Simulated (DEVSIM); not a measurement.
Structure: W/SiO2/p-Ge capacitor, at 400 K.

```csv
layer (left to right),material,thickness (nm),Na (cm⁻³)
1,SiO2,21.0,-
2,Ge,1400,1.9e17
```

Metal gate on the left, work function 4.6 eV. Fixed charge at the semiconductor interface 0 cm⁻² (in units of +e); interface traps 9.6e10 cm⁻² eV⁻¹, uniform in energy, neutral level at 0.7 of the gap above the valence band.

This is a model device: material constants are rounded textbook-type values typed into the input, and sizes, dopings and lifetimes were drawn at random. Values at 300 K; Nc and Nv go as T^1.5, mobilities as T to minus their exponent, the gap by Varshni's rule with the affinity fixed.

```tsv
parameter	SiO2	Ge
gap (eV)	9	0.664
affinity (eV)	0.9	4
permittivity	3.9	16
Nc (cm⁻³)	-	1.04e19
Nv (cm⁻³)	-	6e18
Varshni α (eV/K)	-	0.000477
Varshni β (K)	-	235
```

DEVSIM, 1D Poisson equation in equilibrium, Boltzmann statistics, complete ionisation; no quantum confinement or tunnelling. Metal contacts follow the ideal Schottky-Mott rule: no Fermi-level pinning, no interface dipoles.

### Question
Tabulate band edges, carrier densities and field at 1.0 V on the gate.

### Answer
Energies count from the Fermi level of the right contact; mesh points crowd at the junctions.

```json
[
 {"x (μm)": "0.000", "Ec (eV)": "2.700", "Ev (eV)": "-6.300", "n (cm⁻³)": "< 1e2", "p (cm⁻³)": "< 1e2", "field (V/cm)": "330000"},
 {"x (μm)": "0.001306", "Ec (eV)": "2.744", "Ev (eV)": "-6.256", "n (cm⁻³)": "< 1e2", "p (cm⁻³)": "< 1e2", "field (V/cm)": "330000"},
 {"x (μm)": "0.003916", "Ec (eV)": "2.830", "Ev (eV)": "-6.170", "n (cm⁻³)": "< 1e2", "p (cm⁻³)": "< 1e2", "field (V/cm)": "330000"},
 {"x (μm)": "0.009130", "Ec (eV)": "3.004", "Ev (eV)": "-5.996", "n (cm⁻³)": "< 1e2", "p (cm⁻³)": "< 1e2", "field (V/cm)": "330000"},
 {"x (μm)": "0.01674", "Ec (eV)": "3.257", "Ev (eV)": "-5.743", "n (cm⁻³)": "< 1e2", "p (cm⁻³)": "< 1e2", "field (V/cm)": "330000"},
 {"x (μm)": "0.01952", "Ec (eV)": "3.350", "Ev (eV)": "-5.650", "n (cm⁻³)": "< 1e2", "p (cm⁻³)": "< 1e2", "field (V/cm)": "330000"},
 {"x (μm)": "0.02091", "Ec (eV)": "3.396", "Ev (eV)": "-5.604", "n (cm⁻³)": "< 1e2", "p (cm⁻³)": "< 1e2", "field (V/cm)": "330000"},
 {"x (μm)": "0.02284", "Ec (eV)": "0.313", "Ev (eV)": "-0.311", "n (cm⁻³)": "1.8e15", "p (cm⁻³)": "1.1e15", "field (V/cm)": "78000"},
 {"x (μm)": "0.02637", "Ec (eV)": "0.340", "Ev (eV)": "-0.284", "n (cm⁻³)": "8.4e14", "p (cm⁻³)": "2.4e15", "field (V/cm)": "71000"},
 {"x (μm)": "0.03406", "Ec (eV)": "0.388", "Ev (eV)": "-0.236", "n (cm⁻³)": "2.1e14", "p (cm⁻³)": "9.8e15", "field (V/cm)": "55000"},
 {"x (μm)": "0.05081", "Ec (eV)": "0.453", "Ev (eV)": "-0.171", "n (cm⁻³)": "3.1e13", "p (cm⁻³)": "6.5e16", "field (V/cm)": "25000"},
 {"x (μm)": "0.1053", "Ec (eV)": "0.490", "Ev (eV)": "-0.134", "n (cm⁻³)": "1.1e13", "p (cm⁻³)": "1.9e17", "field (V/cm)": "470"},
 {"x (μm)": "0.2060", "Ec (eV)": "0.490", "Ev (eV)": "-0.134", "n (cm⁻³)": "1.1e13", "p (cm⁻³)": "1.9e17", "field (V/cm)": "≈ 0"},
 {"x (μm)": "0.4254", "Ec (eV)": "0.490", "Ev (eV)": "-0.134", "n (cm⁻³)": "1.1e13", "p (cm⁻³)": "1.9e17", "field (V/cm)": "≈ 0"},
 {"x (μm)": "0.9856", "Ec (eV)": "0.490", "Ev (eV)": "-0.134", "n (cm⁻³)": "1.1e13", "p (cm⁻³)": "1.9e17", "field (V/cm)": "≈ 0"},
 {"x (μm)": "1.222", "Ec (eV)": "0.490", "Ev (eV)": "-0.134", "n (cm⁻³)": "1.1e13", "p (cm⁻³)": "1.9e17", "field (V/cm)": "≈ 0"},
 {"x (μm)": "1.330", "Ec (eV)": "0.490", "Ev (eV)": "-0.134", "n (cm⁻³)": "1.1e13", "p (cm⁻³)": "1.9e17", "field (V/cm)": "≈ 0"},
 {"x (μm)": "1.380", "Ec (eV)": "0.490", "Ev (eV)": "-0.134", "n (cm⁻³)": "1.1e13", "p (cm⁻³)": "1.9e17", "field (V/cm)": "≈ 0"},
 {"x (μm)": "1.407", "Ec (eV)": "0.490", "Ev (eV)": "-0.134", "n (cm⁻³)": "1.1e13", "p (cm⁻³)": "1.9e17", "field (V/cm)": "≈ 0"},
 {"x (μm)": "1.415", "Ec (eV)": "0.490", "Ev (eV)": "-0.134", "n (cm⁻³)": "1.1e13", "p (cm⁻³)": "1.9e17", "field (V/cm)": "≈ 0"},
 {"x (μm)": "1.419", "Ec (eV)": "0.490", "Ev (eV)": "-0.134", "n (cm⁻³)": "1.1e13", "p (cm⁻³)": "1.9e17", "field (V/cm)": "≈ 0"},
 {"x (μm)": "1.421", "Ec (eV)": "0.490", "Ev (eV)": "-0.134", "n (cm⁻³)": "1.1e13", "p (cm⁻³)": "1.9e17", "field (V/cm)": "≈ 0"}
]
```
